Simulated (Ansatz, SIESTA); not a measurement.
**Code comparison for Ti2Sn (P1, 6 atoms in the cell)**

Self-consistent single point, at a second geometry (atoms moved at random). First geometry:

```xyz
6
Lattice="4.7354 0.0000 0.0000 -2.3677 4.1009 0.0000 0.0000 0.0000 5.6189" Properties=species:S:1:pos:R:3 pbc="T T T"
Ti     2.3677     1.3670     1.4047
Ti     0.0000     2.7340     4.2141
Ti     0.0000     0.0000     0.0000
Ti     0.0000     0.0000     2.8094
Sn     2.3677     1.3670     4.2141
Sn     0.0000     2.7340     1.4047
```

Second geometry:
```xyz
6
Lattice="4.7354 0.0000 0.0000 -2.3677 4.1009 0.0000 0.0000 0.0000 5.6189" Properties=species:S:1:pos:R:3 pbc="T T T"
Ti     2.3911     1.3428     1.3923
Ti    -0.0043     2.7861     4.2181
Ti     0.0498    -0.0149    -0.0051
Ti    -0.0060     0.0267     2.8409
Sn     2.3374     1.3784     4.2206
Sn    -0.0326     2.6827     1.3802
```

Shared settings, as Ansatz (a quantum-chemistry and plane-wave program) writes them: kpoints.mp_grid.grid = 7 7 5; scf.occupations.method = fermi_dirac; scf.occupations.width = 0.1 eV. Potentials and cutoffs stand in the table.

```
code                                                                                                                            model  ΔF from the first geometry (meV/atom)  pressure (GPa)  largest force (eV/Å)       cutoff
------  -----------------------------------------------------------------------------------------------------------------------------  -------------------------------------  --------------  --------------------  -----------
SIESTA  GGA PBEsol, numerical atomic orbitals DZP, PseudoDojo PBEsol standard norm-conserving potentials (rewritten from UPF to PSML)                                    8.7           -3.55                 0.730  grid 350 Ry
Ansatz                                                                                                PBEsol, PAW files made with PBE                                    8.5           -2.90                 0.692      default
```

Size of the force on each atom (eV/Å): Sizes of forces hide their directions.

```json
[
 {"code": "SIESTA", "Ti1": "0.461", "Ti2": "0.360", "Ti3": "0.314", "Ti4": "0.293", "Sn5": "0.407", "Sn6": "0.730"},
 {"code": "Ansatz", "Ti1": "0.446", "Ti2": "0.361", "Ti3": "0.308", "Ti4": "0.300", "Sn5": "0.391", "Sn6": "0.692"}
]
```

On Ansatz's run: spin polarisation is off.

The spread over the programs that give each value: ΔF from the first geometry within 0.2 meV/atom; pressure within 0.65 GPa; largest force within 0.038 eV/Å.

SIESTA uses small atom-centred bases, whose incompleteness enters pressures, forces and empty levels differently from a plane-wave cutoff. Ansatz's pressure is given at a fixed set of plane waves, as the other plane-wave codes print theirs.

The starting cell comes from a database of computed structures (which also holds hypothetical and non-ambient phases and stackings), without a prior relaxation at this level. For this run, on top of that: atoms moved at random.

Keys are those of Ansatz 0.2.
